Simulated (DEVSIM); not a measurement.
Structure: Si p-i-n diode, at 300 K.

Layer 1 from the left is Si, thickness (μm) 0.190, Na (cm⁻³) 2.1e18, τn (s) 1.1e-6, τp (s) 1.1e-6. Layer 2 from the left is Si, thickness (μm) 0.390, Nd (cm⁻³) 2.9e11, τn (s) 1.1e-6, τp (s) 1.1e-6. Layer 3 from the left is Si, thickness (μm) 2.50, Nd (cm⁻³) 8.8e17, τn (s) 1.1e-6, τp (s) 1.1e-6.

Left contact: ohmic. Right contact: ohmic. Voltage is applied to the left contact. Recombination: SRH at mid-gap, radiative, Auger. Mobility is μmin + (μ − μmin)/(1 + (N/Nref)^α).

Constants are typed, rounded textbook-type inputs, not results; the design itself was drawn at random and stands for no fabricated device. Values at 300 K.

Si: gap (eV) 1.124, affinity (eV) 4.05, permittivity 11.7, Nc (cm⁻³) 2.86e19, Nv (cm⁻³) 3.1e19, μn (cm²/Vs) 1417, μp (cm²/Vs) 470, μn,min 52, μp,min 45, Nref,n 9.7e16, Nref,p 2.2e17, αn 0.68, αp 0.72, B (cm³/s) 4.7e-15, Cn (cm⁶/s) 2.8e-31, Cp (cm⁶/s) 9.9e-32.

DEVSIM, 1D drift-diffusion, Boltzmann statistics, complete ionisation; no tunnelling, impact ionisation, image-force lowering or self-heating.

**Question.** What does the simulation give for the dark forward voltage at 100 A/cm², the dark forward voltage at 1 A/cm², the potential step across the device at zero bias?

**Answer.** dark forward voltage at 100 A/cm² 0.807 V; dark forward voltage at 1 A/cm² 0.687 V; potential step across the device at zero bias 0.964 V.
